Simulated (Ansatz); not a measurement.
The parent structure is Bi in the A7 type structure (space group R-3m, No. 166).

```cif
data_Bi6
_chemical_formula_sum 'Bi6'
_space_group_name_H-M_alt 'R-3m :H'
_space_group_IT_number 166
_space_group_name_Hall '-R 3 2"'
_cell_length_a 4.47295
_cell_length_b 4.47295
_cell_length_c 11.27990
_cell_angle_alpha 90.000
_cell_angle_beta 90.000
_cell_angle_gamma 120.000
loop_
_atom_site_label
_atom_site_type_symbol
_atom_site_symmetry_multiplicity
_atom_site_Wyckoff_symbol
_atom_site_fract_x
_atom_site_fract_y
_atom_site_fract_z
_atom_site_occupancy
Bi1 Bi 6 c 0.00000 0.00000 0.23968 1
```
(The calculation used a cell of 2 atoms; values per cell refer to that cell.)

Computed with PBEsol-D3(BJ)/PAW in Ansatz (an electronic-structure program), without spin-orbit coupling, earlier PAW set.

Before the change:

| Property | Value |
|---|---|
| c/a ratio | 2.522 |
| Volume per atom | 32.57 Å³ |

The change: P takes the place of Bi on all its sites, then cell and atoms are relaxed.

Q: What does the calculation give for the c/a ratio and volume per atom after the change?

A: The c/a ratio drops by 0.077 (2.522 → 2.445); the volume per atom shrinks by 18.747 Å³ (32.57 Å³ → 13.83 Å³).

No phonon test of stability was made. For P in this form, whether it has been made was not checked. This is not the structure that P has at room temperature and ambient pressure.
